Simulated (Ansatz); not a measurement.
Input and output of a self-consistent single point for WSi2 (I4/mmm, 3 atoms in the cell) (Ansatz, an electronic-structure program).

Level of theory: PBE (plane waves, PAW; Ansatz).

The change in words: lattice scaled by 0.98. Reference geometry:
```yaml
crystal:
  lattice:
    - [-1.62875, 1.62875, 3.97294]
    - [1.62875, -1.62875, 3.97294]
    - [1.62875, 1.62875, -3.97294]
  atoms:
    - { symbol: Si, position: [0.66500, 0.66500, 0.00000] }
    - { symbol: Si, position: [0.33500, 0.33500, 0.00000] }
    - { symbol: W, position: [0.00000, 0.00000, 0.00000] }
```

Reference input (self-consistent single point, DFT, PBE, plane waves, default PAW files): basis.ecutwfc = 30.9 Ry; kpoints.mp_grid.grid = 14 14 14; hamiltonian.xc = pbe; hamiltonian.pseudopotentials = {kind: paw} (the program's default PAW files); scf.occupations.method = gaussian; scf.occupations.width = 0.0037 Ry. This run's input differs from it in these lines:

```diff
@@ -2,8 +2,8 @@
   lattice:
-    - [-1.62875400, 1.62875400, 3.97294200]
-    - [1.62875400, -1.62875400, 3.97294200]
-    - [1.62875400, 1.62875400, -3.97294200]
+    - [-1.59617900, 1.59617900, 3.89348300]
+    - [1.59617900, -1.59617900, 3.89348300]
+    - [1.59617900, 1.59617900, -3.89348300]
   atoms:
-    - { symbol: Si, position_ang: [-0.00000000, 0.00000000, 5.28401286] }
-    - { symbol: Si, position_ang: [-0.00000000, 0.00000000, 2.66187114] }
+    - { symbol: Si, position_ang: [-0.00000000, 0.00000000, 5.17833239] }
+    - { symbol: Si, position_ang: [-0.00000000, 0.00000000, 2.60863361] }
     - { symbol: W, position_ang: [0.00000000, 0.00000000, 0.00000000] }
```

Output (repeated stretches shortened):

```
SCF iter   1: F=—  HF=-11657.427994 eV  |F-HF|=—  |Δ(HF+E_count)|=         —  Δρ=3.56e-3  dr2=2.15e-3  ethr=1.77e-3  ⟨swp⟩=5.4  Hψ=21489  notcnv=0
all-band conjugate gradients solve this SCF's bands
preconditioner: auto → Kerker (q_TF=auto, 2.473 Å⁻¹)
SCF iter   2: F=—  HF=-11657.428244 eV  |F-HF|=—  |Δ(HF+E_count)|=   2.49e-4  Δρ=2.05e-3  dr2=8.60e-4  ethr=9.79e-6  ⟨swp⟩=1.0  Hψ=5619  notcnv=0
SCF iter   3: F=—  HF=-11657.428308 eV  |F-HF|=—  |Δ(HF+E_count)|=   6.40e-5  Δρ=1.97e-4  dr2=1.77e-5  ethr=3.91e-6  ⟨swp⟩=2.5  Hψ=5253  notcnv=0
SCF iter   4: F=—  HF=-11657.428312 eV  |F-HF|=—  |Δ(HF+E_count)|=   4.66e-6  Δρ=8.47e-5  dr2=1.95e-6  ethr=8.05e-8  ⟨swp⟩=2.4  Hψ=5097  notcnv=0
SCF iter   5: F=—  HF=-11657.428312 eV  |F-HF|=—  |Δ(HF+E_count)|=   6.02e-8  Δρ=1.36e-5  dr2=1.01e-7  ethr=8.85e-9  ⟨swp⟩=2.1  Hψ=5102  notcnv=0
SCF iter   6: F=-11657.428312 eV  HF=-11657.428312 eV  |F-HF|=1.41e-9  |Δ(HF+E_count)|=   1.11e-8  Δρ=2.66e-6  dr2=3.03e-9  ethr=4.55e-10  ⟨swp⟩=4.2  Hψ=12029  notcnv=0
SCF 1 converged in 6 iterations: F = -11657.428312 eV  dr2 = 3.03e-9
Free energy (F): -11657.428312 eV
Internal energy: -11657.428051 eV  (E = F + TS)
E sigma→0 (E₀):  -11657.428182 eV
Entropy (-TS):   -0.000261 eV (-0.087 meV/atom)
Fermi energy:    17.116235 eV
--- Forces (eV/Å), atoms counted from 1 ---
  atom   1  Si     0.00000000     0.00000000     0.15403616
  atom   2  Si     0.00000000     0.00000000    -0.15403616
  atom   3  W     -0.00000000     0.00000000     0.00000000
--- Stress (GPa, compression-positive) ---
        7.803646       0.000000      -0.000000
        0.000000       7.803646       0.000000
       -0.000000       0.000000       8.257646
  P = ⅓ Tr σ = 7.9550 GPa (79.550 kbar)
  The stress holds the Pulay correction. Without it, at fixed plane waves, as pw.x and ABINIT print it: P = 7.9050 GPa
```

The run converged in 6 iterations. Against the reference run the free energy rises by 4.0 meV/atom, the pressure goes from -5.67 to 7.95 GPa and the largest force goes from 0.019 to 0.154 eV/Å.

The starting cell has typed, rounded lattice constants, without a prior relaxation at this level. Its lattice was rescaled by a random factor within 2.5 % of one. For this run, on top of that: lattice scaled by 0.98. Spin polarisation is off. With a pressure of about 8 GPa the cell is away from its equilibrium volume at this level. Ansatz's pressure includes its estimate of the finite-basis (Pulay) stress.

Keys are those of Ansatz 0.2.
